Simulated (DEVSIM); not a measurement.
Structure: abrupt Si n-p junction, at 350 K.

| layer (left to right) | material | thickness (μm) | Nd (cm⁻³) | Na (cm⁻³) | τn (s) | τp (s) |
|---|---|---|---|---|---|---|
| 1 | Si | 0.100 | 4.9e15 | - | 2.1e-5 | 2.1e-5 |
| 2 | Si | 0.740 | - | 1e16 | 2.1e-5 | 2.1e-5 |

Left contact: ohmic. Right contact: ohmic. Voltage is applied to the left contact. Recombination: SRH at mid-gap, radiative, Auger. Mobility is μmin + (μ − μmin)/(1 + (N/Nref)^α).

Constants are typed, rounded textbook-type inputs, not results; the design itself was drawn at random and stands for no fabricated device. Values at 300 K; Nc and Nv go as T^1.5, mobilities as T to minus their exponent, the gap by Varshni's rule with the affinity fixed.

```tsv
parameter	Si
gap (eV)	1.124
affinity (eV)	4.05
permittivity	11.7
Nc (cm⁻³)	2.86e19
Nv (cm⁻³)	3.1e19
μn (cm²/Vs)	1417
μp (cm²/Vs)	470
μn,min	52
μp,min	45
Nref,n	9.7e16
Nref,p	2.2e17
αn	0.68
αp	0.72
T exponent of μn	2.3
T exponent of μp	2.2
B (cm³/s)	4.7e-15
Cn (cm⁶/s)	2.8e-31
Cp (cm⁶/s)	9.9e-32
Varshni α (eV/K)	0.000473
Varshni β (K)	636
```

DEVSIM, 1D drift-diffusion, Boltzmann statistics, complete ionisation; no tunnelling, impact ionisation, image-force lowering or self-heating.

The thickness of layer 2 was swept, all else fixed.

```tsv
thickness of layer 2 (μm)	dark forward voltage at 100 A/cm² (V)	dark forward voltage at 1 A/cm² (V)
0.15	0.477	0.315
0.26	0.486	0.323
0.44	0.494	0.326
0.74	0.502	0.328
1.3	0.516	0.329
2.2	0.534	0.329
3.7	0.563	0.330
```

From the first row to the last the dark forward voltage at 100 A/cm² goes from 0.477 to 0.563. From the first row to the last the dark forward voltage at 1 A/cm² goes from 0.315 to 0.330.
